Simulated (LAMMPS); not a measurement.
Consider a melt made from TiO2 (rutile), 576 atoms, at 2730 K and 5 GPa, brought to that temperature within a few picoseconds in molecular dynamics.

Model: classical MD, Buckingham potential of Matsui and Akaogi, Mol. Simul. 6, 239 (1991), as tabulated by Reinhardt, J. Chem. Phys. 151, 064505 (2019), used with rigid ions (no shells), PPPM sums, short-range terms cut at 10 Å, modified for these runs by an r^-4 repulsive force inside the short-range force's maximum, run in LAMMPS.

```tsv
r (Å)	g(r), O-Ti
1.500	0.000
1.540	0.005
1.580	0.005
1.620	0.075
1.660	0.272
1.700	0.773
1.740	1.49
1.780	2.57
1.820	3.83
1.860	4.29
1.900	4.86
1.940	4.58
1.980	4.25
2.020	3.80
2.060	3.15
2.100	2.61
2.140	2.02
2.180	1.74
2.220	1.44
2.260	1.23
2.300	0.949
2.340	0.927
2.380	0.673
2.420	0.688
2.460	0.546
2.500	0.566
2.540	0.441
2.580	0.471
2.620	0.419
2.660	0.389
2.700	0.426
2.740	0.439
2.780	0.387
2.820	0.391
2.860	0.373
2.900	0.375
2.940	0.390
2.980	0.425
3.020	0.390
3.060	0.483
3.100	0.486
3.140	0.534
3.180	0.528
3.220	0.534
3.260	0.563
3.300	0.646
3.340	0.666
3.380	0.713
3.420	0.735
3.460	0.757
3.500	0.784
3.540	0.866
3.580	0.860
3.620	0.898
3.660	0.952
3.700	1.01
3.740	0.971
3.780	1.04
3.820	1.08
3.860	1.15
3.900	1.10
3.940	1.12
3.980	1.24
4.020	1.24
4.060	1.29
4.100	1.22
4.140	1.27
4.180	1.30
4.220	1.34
4.260	1.36
4.300	1.35
4.340	1.36
4.380	1.33
4.420	1.29
4.460	1.34
4.500	1.27
4.540	1.23
4.580	1.20
4.620	1.18
4.660	1.14
4.700	1.11
4.740	1.07
4.780	1.04
4.820	1.05
4.860	1.04
4.900	1.03
4.940	0.989
4.980	0.951
5.020	0.976
5.060	0.922
5.100	0.935
5.140	0.946
5.180	0.981
5.220	0.938
5.260	0.922
5.300	0.942
5.340	0.873
5.380	0.916
5.420	0.883
5.460	0.895
5.500	0.881
5.540	0.868
5.580	0.861
```

Main features:
- state found: liquid
- first peak of g(r), O-Ti: 1.91 Å, height 4.9
- coordination number of O by Ti: 3.33 (counted to 2.90 Å)
- coordination number of Ti by O: 6.67 (counted to 2.90 Å)

Caution: a run this short can hold a crystal over, or a liquid under, the potential's own melting point, which these runs don't give.
